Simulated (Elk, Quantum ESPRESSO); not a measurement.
A Quantum ESPRESSO input for a self-consistent single point of BaRh₂ (Fd-3m, 6 atoms in the cell) (DFT, PBEsol, plane waves, GBRV 1.5 ultrasoft (PBESOL) pseudopotentials):

```fortran
&control
  calculation = 'scf'
  outdir = './tmp/'
  pseudo_dir = './'
  tprnfor = .true.
  tstress = .true.
/
&system
  ibrav = 0
  nat = 6
  ntyp = 2
  ecutwfc = 40
  ecutrho = 320
  occupations = 'smearing'
  smearing = 'fermi-dirac'
  degauss = 0.0099958
  nspin = 2
  starting_magnetization(2) = 0.067
/
&electrons
  conv_thr = 1.0d-10
  mixing_beta = 0.4
/
ATOMIC_SPECIES
Ba   137.3270  ba_pbesol_v1.uspp.F.UPF
Rh   102.9055  rh_pbesol_v1.4.uspp.F.UPF
ATOMIC_POSITIONS angstrom
Ba    3.878257000    3.878257000    3.878257000
Ba    5.817385500    5.817385500    5.817385500
Rh    2.908692750    2.908692750    0.969564250
Rh    2.908692750    0.969564250    2.908692750
Rh    0.969564250    0.969564250    0.969564250
Rh    0.969564250    2.908692750    2.908692750
K_POINTS automatic
5 5 5  0 0 0
CELL_PARAMETERS bohr
   0.000000000     7.328843571     7.328843571
   7.328843571     0.000000000     7.328843571
   7.328843571     7.328843571     0.000000000
```

Question: Give the Elk input for the same structure, mesh, smearing and functional.

Answer: One input that does it (others would too):

```
tasks
  0

xctype
  22

spinpol
  .true.

reducebf
  0.8

rgkmax
  8.0

gmaxvr
  16.0

nxlo
  2

lorbcnd
  .true.

rmtscf
  0.96

lmaxi
  3

nempty
  8

stype
  3

swidth
  0.00499791

scale
  10.36454997

avec
    0.0000000000    0.7071067812    0.7071067812
    0.7071067812    0.0000000000    0.7071067812
    0.7071067812    0.7071067812    0.0000000000

atoms
  2   : nspecies
  'Ba.in'   : spfname
  2   : natoms; atposl, bfcmt below
  0.5000000000  0.5000000000  0.5000000000    0.0 0.0 0.0
  0.7500000000  0.7500000000  0.7500000000    0.0 0.0 0.0
  'Rh.in'   : spfname
  4   : natoms; atposl, bfcmt below
  0.1250000000  0.1250000000  0.6250000000    0.0 0.0 -0.25
  0.1250000000  0.6250000000  0.1250000000    0.0 0.0 -0.25
  0.1250000000  0.1250000000  0.1250000000    0.0 0.0 -0.25
  0.6250000000  0.1250000000  0.1250000000    0.0 0.0 -0.25

ngridk
  5 5 5
```

Basis settings and potentials, where a program has them, do not carry over. This input uses DFT, PBEsol, all-electron FP-LAPW, Elk's shipped species files, APW+lo basis with extra local orbitals. Both were run: size of the net moment 0.00 μB/atom in Quantum ESPRESSO and 0.00 in Elk.

On Quantum ESPRESSO: the starting cell comes from a database of computed structures (which also holds hypothetical and non-ambient phases and stackings), without a prior relaxation at this level. For this run, on top of that: lattice scaled by 0.98. The starting moments vanished: the run ended non-magnetic.

On Elk: the starting cell comes from a database of computed structures (which also holds hypothetical and non-ambient phases and stackings), without a prior relaxation at this level. For this run, on top of that: lattice scaled by 0.98. The starting moments vanished: the run ended non-magnetic. Values depend on the basis (sphere radii, cutoffs, local orbitals), which need not be converged.
